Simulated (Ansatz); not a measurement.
The starting structures come from a database of crystals and need not be the phases stable at ambient conditions.

 Where the default PAW files enter, the runs use the earlier of Ansatz's two default sets.

Evanescent states of CsMgCl$_{3}$ (P6_3/mmc, not sure to be the ambient phase, 10 atoms a cell, 28.5 Å³ an atom) along the normal of (001)

Calculation: r2SCAN (plane waves, PAW; Ansatz, a first-principles code).

The gap is the functional's own, uncorrected, and κ follows it; spin-orbit coupling is left out. Mid-gap values are interpolated between the computed energies.

Energies count from the valence-band top; κ is the least over a 6×6 mesh across the current.

```csv
E (eV),κ (1/Å),where
0.14,0.239,Γ
0.42,0.281,Γ
0.70,0.312,Γ
0.98,0.335,Γ
1.26,0.353,Γ
1.54,…,Γ
1.82,…,Γ
2.10,…,Γ
2.38,…,Γ
2.66,…,Γ
2.94,…,Γ
3.22,…,Γ
3.50,…,Γ
3.78,…,Γ
4.06,…,Γ
4.34,…,Γ
4.62,…,Γ
4.90,0.294,Γ
5.18,0.264,Γ
5.46,0.226,Γ
5.74,0.173,Γ
6.02,0.081,Γ
```

Problem. Complete the blanks.

Solution. 
- 1.54, κ (1/Å): 0.366
- 1.82, κ (1/Å): 0.376
- 2.10, κ (1/Å): 0.383
- 2.38, κ (1/Å): 0.386
- 2.66, κ (1/Å): 0.387
- 2.94, κ (1/Å): 0.385
- 3.22, κ (1/Å): 0.381
- 3.50, κ (1/Å): 0.374
- 3.78, κ (1/Å): 0.365
- 4.06, κ (1/Å): 0.352
- 4.34, κ (1/Å): 0.337
- 4.62, κ (1/Å): 0.317
